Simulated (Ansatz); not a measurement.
A relaxation of cell and atoms of CaSiAu (P-6m2, 3 atoms in the cell) with Ansatz (a program for electronic structure).

Method: LDA (PW92), default PAW files made with PBE (plane waves; Ansatz).

The change in words: atoms on their sites; basis.ecutwfc: 420 eV → 630 eV; relax: default → cell and atoms. Reference geometry:
```xyz
3
Lattice="4.3060 0.0000 0.0000 -2.1530 3.7291 0.0000 0.0000 0.0000 3.9228" Properties=species:S:1:pos:R:3 pbc="T T T"
Ca     0.0000     0.0000     0.0500
Si     2.1530     1.2430     1.9614
Au     0.0000     2.4860     1.9614
```

Reference input (self-consistent single point, DFT, LDA (PW92), plane waves, default PAW files made with PBE): basis.ecutwfc = 420 eV; kpoints.mp_grid.grid = 9 9 9; hamiltonian.xc = lda; hamiltonian.pseudopotentials = {kind: paw} (the program's default PAW files); scf.occupations.method = fermi_dirac; scf.occupations.width = 0.1 eV. This run's input differs from it in these lines:

Ansatz 0.2 input:
```diff
@@ -7,3 +7,3 @@
   atoms:
-    - { symbol: Ca, position_ang: [0.000000, 0.000000, 0.050000] }
+    - { symbol: Ca, position_ang: [0.000000, 0.000000, 0.000000] }
     - { symbol: Si, position_ang: [2.152978, 1.243020, 1.961394] }
@@ -11,3 +11,3 @@
 basis:
-  ecutwfc: 420.0 eV
+  ecutwfc: 630.0 eV
 kpoints:
@@ -23,2 +23,4 @@
     width: 0.1 eV
+relax:
+  cell: {}
 output:
```

The program printed (abridged):

```
   [... SCF lines of the steps left out ...]
relax step   1: F+E_penalty+E_count = -15248.39314977 eV  Δ(F+E_penalty+E_count) = +0.000e0 eV  max|allowed force component| = 3.639e-16 eV/Å  Δτ_max = 0.0000 Å  P = -3.468 GPa  Ω = 62.989 Å³  (7 SCF iters, dr2 threshold 1.00e-7 eV, accepted)
relax step   2: F+E_penalty+E_count = -15248.42259070 eV  Δ(F+E_penalty+E_count) = -2.944e-2 eV  max|allowed force component| = 6.499e-16 eV/Å  Δτ_max = 0.0000 Å  P = +0.988 GPa  Ω = 59.486 Å³  energy of the carried Pulay correction = +7.464e-5 eV  [...]
   [... lines left out ...]
relax step   7: F+E_penalty+E_count = -15248.43342591 eV  Δ(F+E_penalty+E_count) = -1.030e-3 eV  max|allowed force component| = 3.408e-16 eV/Å  Δτ_max = 0.0000 Å  P = +0.004 GPa  Ω = 58.722 Å³  energy of the carried Pulay correction = +8.878e-5 eV  [...]
relax step   8: F+E_penalty+E_count = -15248.43336124 eV  Δ(F+E_penalty+E_count) = +6.468e-5 eV  max|allowed force component| = 3.284e-16 eV/Å  Δτ_max = 0.0000 Å  P = +0.003 GPa  Ω = 58.722 Å³  stress off target by 4.11e-3 GPa  SCF on the basis [...]
basis re-selected at this cell: Δ(F+E_penalty+E_count) = +6.468e-5 eV, ΔP = -0.001 GPa vs the last step
the relaxation is at rest under the 12 symmetry operations that the run kept from its start: a minimum is not shown …
Stability not checked: this state was not tested for a lower state beside it, because too few of the mixer's solves of this state at the end of the SCF gave a …
Free energy (F): -15248.433361 eV
Internal energy: -15248.389500 eV  (E = F + TS)
   [... lines left out ...]
Fermi energy:    11.984390 eV
  cell:  # Å, volume = 58.7216 Å³
   [... lines left out ...]
    - [-2.1557914943836427, 3.733940398797306, -4.75224550666729e-18]
    - [2.531741966287382e-34, -4.999123666914332e-18, 3.647489560552155]
  atoms:
    - { symbol: Ca, position: [5.087800231173541e-34, -8.808592707897719e-34, -3.709471603085809e-34] }
    - { symbol: Si, position: [0.6666666666666665, 0.33333333333333337, 0.49999999999999994] }
    - { symbol: Au, position: [0.3333333333333333, 0.6666666666666666, 0.49999999999999994] }
```

The run converged. 

Summary of the result:
| Item | Result |
|---|---|
| Free energy E − TS (on the zero of these files) | -15248.4334 eV |
| Fermi level (on the code's own zero) | 11.98 eV |
| Pressure | 0.00 GPa |
| Final cell | a = b = 4.312 Å, c = 3.647 Å, α = β = 90.00°, γ = 120.00° |
| Final volume per atom | 19.57 Å³ |
| Relaxation steps | 8 |

The starting cell comes from a database of computed structures (which also holds hypothetical and non-ambient phases and stackings), without a prior relaxation at this level. Its lattice was rescaled by up to half a per cent. The relaxation keeps the symmetry of its start, so its end need not be a minimum. Ansatz's pressure includes its estimate of the finite-basis (Pulay) stress.

Cost on one core of a shared machine: roughly 2 min.
